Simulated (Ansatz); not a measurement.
The cell is built on a prototype and need not be the phase stable at ambient conditions.

The decay constant κ of evanescent states in the gap governs leakage through a thin film.

Input:

```
BP
1.0
    5.36270     0.00000     0.00000
    0.00000     6.20536     0.00000
    0.00000     0.00000     3.21398
B P
4 4
Direct
  0.60049   0.83723   0.25000
  0.10049   0.66277   0.75000
  0.39951   0.16277   0.75000
  0.89951   0.33723   0.25000
  0.60724   0.16203   0.25000
  0.10724   0.33797   0.75000
  0.39276   0.83797   0.75000
  0.89276   0.66203   0.25000
```

Space group of this cell: Pnma. The cell was relaxed by PBE-D3(BJ); by r2SCAN its mean pressure is 2.1 GPa.

Transport runs along the normal of the first two printed cell vectors.

The gap is the functional's own, uncorrected, and κ follows it; spin-orbit coupling is left out. Mid-gap values are interpolated between the computed energies.

Task: Compute, with r2SCAN (Ansatz, a first-principles code), the band gap and the smallest decay constant κ at mid-gap.

Result: Gap 0.79 eV on a 6×6×10 mesh; κ = 0.122 1/Å, at (0.500, 0.500) of the in-plane reciprocal vectors. At the zone centre, at the nearest computed energy, the slowest state has κ = 0.13 1/Å.
